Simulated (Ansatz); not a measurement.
We consider HfI₄ (C2/c, No. 15), described by r²SCAN+rVV10 (Ansatz, a program for electronic structure, PAW).

Settings: plane-wave cutoff 500 eV, 6×6×4 k mesh (along the axes of the cell as run), Fermi–Dirac smearing 0.05 eV, scalar-relativistic PAW data made under PBE.

Cell (relaxed at this level):

HfI4 is taken in the monoclinic space group C2/c (No. 15), Pearson symbol mS40. Lattice parameters: a = 11.799 Å, b = 11.814 Å, c = 12.918 Å, α = 90.00°, β = 116.35°, γ = 90.00°. Hf on 8f is surrounded by 2 I at 2.696–2.698 Å and 4 I at 2.857–3.013 Å (octahedral). I1 on 8f is coordinated by 1 Hf at 2.857 Å and 1 Hf at 3.013 Å (bent). I2 on 8f is coordinated by 2 Hf at 2.862–3.004 Å (bent). I3 on 8f has 1 Hf at 2.698 Å. I4 on 8f is coordinated by 1 Hf at 2.696 Å. (Neighbours: up to the widest gap in distance over summed covalent radii, below 1.35, at either atom; cation-cation and far metal-metal contacts left out.)
(The calculation used a cell of 20 atoms; values per cell refer to that cell.)

Q: What does this level give for the band gap?

A: 
- band gap = 2.31 eV (on the SCF k mesh)

Note: the relaxation could not lower the start's symmetry, so the cell can be a saddle point above a distorted one.

Spin–orbit coupling is not included; with these elements it can move the gap by several tenths of an eV or more.

Static lattice: no zero-point or thermal effects.
